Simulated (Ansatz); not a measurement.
## Response to strain in HgTe

The reference is HgTe in the zinc blende structure (space group F-43m, No. 216).

```
HgTe
1.0
    0.00000     3.21750     3.21750
    3.21750     0.00000     3.21750
    3.21750     3.21750     0.00000
Hg Te
1 1
Direct
  0.00000   0.00000   0.00000
  0.25000   0.25000   0.25000
```

Cartesian axes are those of the cell as printed.

Strains are applied to the cell and any free atomic positions relax; under biaxial strain the out-of-plane vector relaxes too.

Level of theory: LDA (Ansatz, a quantum-chemistry and plane-wave program; PAW; 420 eV plane waves; no SOC).

Candidates:
(a) biaxial strain +3.00 %, plane normal [001], relaxed out of plane
(b) biaxial strain −2.50 %, plane normal [001], relaxed out of plane
(c) biaxial strain −1.50 %, plane normal [001], relaxed out of plane
(d) biaxial strain −3.00 %, plane normal [001], relaxed out of plane

Notes on the quantities. energy relative to the base: free energy F.

Q: Order them by energy relative to the base, lowest first.

A: (c) biaxial strain −1.50 %, plane normal [001], relaxed out of plane (+2.0 meV/atom), (b) biaxial strain −2.50 %, plane normal [001], relaxed out of plane (+5.6 meV/atom), (a) biaxial strain +3.00 %, plane normal [001], relaxed out of plane (+7.2 meV/atom), (d) biaxial strain −3.00 %, plane normal [001], relaxed out of plane (+8.1 meV/atom)

The mesh was chosen for an insulator and is coarse for the gapless case. Whether these cells are dynamically stable was not tested. The final runs are not spin-polarised.
